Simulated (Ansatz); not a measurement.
System: stishovite (SiO2). Method: PBE in Ansatz (plane waves, PAW).

Run with plane-wave cutoff 520 eV, 8×8×12 k mesh (along the axes of the cell as run), Fermi–Dirac smearing 0.01 eV, scalar-relativistic PAW data made under PBE.

Computed at the level's own relaxed cell.

```
O2Si
1.0
    4.23623     0.00000     0.00000
    0.00000     4.23623     0.00000
    0.00000     0.00000     2.69046
Si O
2 4
Direct
  0.00000   0.00000   0.00000
  0.50000   0.50000   0.50000
  0.30697   0.30697   0.00000
  0.80697   0.19303   0.50000
  0.19303   0.80697   0.50000
  0.69303   0.69303   0.00000
```

**Question.** List the 20 lowest band energies at Γ above −25 eV (eV, relative to the valence band maximum), grouping those that round alike.

**Answer.** At Γ: -22.19, -18.74 (×2), -18.57, -10.60, -6.21 (×2), -5.92, -5.19, -4.94, -3.01 (×2), -2.49, -0.85 (×2), 0.00, 5.04, 6.63, 8.32 (×2).

Ansatz is an electronic-structure program.
